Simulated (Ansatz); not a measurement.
Worked calculations on one periodic cell of amorphous Ta$_{16}$O$_{42}$Si: Ta16O42Si, 59 atoms, volume 836.7 Å³, made by a melt-quench on the CHGNet potential and relaxed with DFT. O atoms were pushed apart under 1.9 Å during the dynamics, to hinder bonds among them. It is a model cell: composition and starting density were chosen by hand, and all elements were melted together. Cycles of charging were run to anneal it. Calculation: PBE, scalar-relativistic without spin-orbit coupling (plane waves to 420 eV, PAW; Ansatz, an electronic-structure program). Sampling: a 2×2×2 Γ-centred mesh; Fermi-Dirac width 0.02 eV; no spin polarisation. Its volume was held where the quench left it, its shape was held as a cube, and it stands at a mean pressure of 1.2 GPa with stress components up to 3.2 GPa; the relaxation ran on the zone centre alone. Its density went from a set 7.13 to 7.13 g/cm³. The cell is small and was quenched far faster than a real film, so it is one sample of the glass.

### Question
Count formal charges (Ta +5, O -2, Si +4). What does the count lead one to expect at the Fermi level, and what does the calculation give?

### Answer
16 × (+5) + 42 × (-2) + 1 × (+4) = 0. The charges balance, so the anion-derived valence states can be full and a gap can open. On this mesh the highest filled and lowest empty level lie 2.98 eV apart, the PBE gap of this cell, with a localised state at one edge or both.

Four energies for an added electron at PBE on the zone centre alone (charged cells in a uniform background, spin-polarised): neutral at the neutral geometry -183440.021 eV; charged at the neutral geometry -183430.452 eV; charged and relaxed -183430.665 eV; neutral at the charged geometry -183439.637 eV.

### Question
Find the two relaxation energies and their sum, the reorganisation energy.

### Answer
On charging: -183430.452 − (-183430.665) = 0.213 eV. On discharging: -183439.637 − (-183440.021) = 0.384 eV. The sum is 0.597 eV. The carrier's level spreads over 7 of the 59 atoms' worth, so it counts as partly localised, most on one Ta atom with neighbours O 1.88 Å, O 1.93 Å, O 1.99 Å, O 2.02 Å, O 2.02 Å, O 2.15 Å (neutral geometry). The values are uncorrected: the image energy of a point charge in this cell, 2.84 × 14.40 / (2 × 9.4) = 2.2 eV before screening, is screened by electrons alone at the fixed geometry and by ions too after relaxing, and the carrier can be spread before it relaxes, so each term can be off by up to that value times 1/ε∞, some tenths of an eV. PBE's self-interaction favours spread-out carriers, so a hybrid can localise more.

Four energies for a hole at PBE on the zone centre alone (charged cells in a uniform background, spin-polarised): neutral at the neutral geometry -183440.021 eV; charged at the neutral geometry -183446.281 eV; charged and relaxed -183446.746 eV; neutral at the charged geometry -183438.983 eV.

### Question
Find the two relaxation energies and their sum, the reorganisation energy.

### Answer
On charging: -183446.281 − (-183446.746) = 0.465 eV. On discharging: -183438.983 − (-183440.021) = 1.038 eV. The sum is 1.503 eV. The carrier's level spreads over 3 of the 59 atoms' worth, so it counts as localised, most on one O atom with neighbours Ta 1.88 Å, Ta 2.02 Å (neutral geometry). The values are uncorrected: the image energy of a point charge in this cell, 2.84 × 14.40 / (2 × 9.4) = 2.2 eV before screening, is screened by electrons alone at the fixed geometry and by ions too after relaxing, and the carrier can be spread before it relaxes, so each term can be off by up to that value times 1/ε∞, some tenths of an eV. PBE's self-interaction favours spread-out carriers, so a hybrid can localise more.
